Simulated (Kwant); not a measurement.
System: quantum point contact (saddle potential) in a InSb two-dimensional gas. Effective mass 0.014 mₑ, grid spacing 7.5 nm, hard walls, nominal width 150 nm (19 grid rows, so walls 150 nm apart), one parabolic valley, scattering region 450 nm long along x; energies count from the band bottom; Fermi energy 0.0207 eV. Potential (V0 + ½k y²) cos²(πx/L) for |x| < L/2, with V0 swept from 0.021735 to 0 eV, k = 2.1e-05 eV/nm², L = 140 nm. Perpendicular field 0.19 T, also in the leads; orbital effect alone.

The device is made up for the run: typed textbook-type constants, with dimensions and the other settings drawn at random.

Computed with Kwant: effective-mass tight-binding model on a square grid, one spin, coherent transport at 0 K. Conductance is in e²/h.

Sweep values stay those of the base run.

Base results: mean G (e²/h) over the sweep 0.95; G (e²/h) at V0 = 16.38 meV 0.38; G (e²/h) at V0 = 5.670 meV 1.35; G (e²/h) at V0 = 11.03 meV 0.98.

Problem. What follows from this one change: curvature of the confinement 2.1e-05 → 1.8e-05 eV/nm²?

Solution. mean G over the sweep 0.95 → 1.03 e²/h; G at V0 = 16.38 meV 0.38 → 0.44 e²/h; G at V0 = 5.670 meV 1.35 → 1.57 e²/h; G at V0 = 11.03 meV little changed (1.01 e²/h).

Problem. What follows from this one change: effective mass 0.014 → 0.011 mₑ?

Solution. mean G over the sweep 0.95 → 0.83 e²/h; G at V0 = 16.38 meV 0.38 → 0.30 e²/h; G at V0 = 5.670 meV 1.35 → 1.12 e²/h; G at V0 = 11.03 meV 0.98 → 0.93 e²/h.
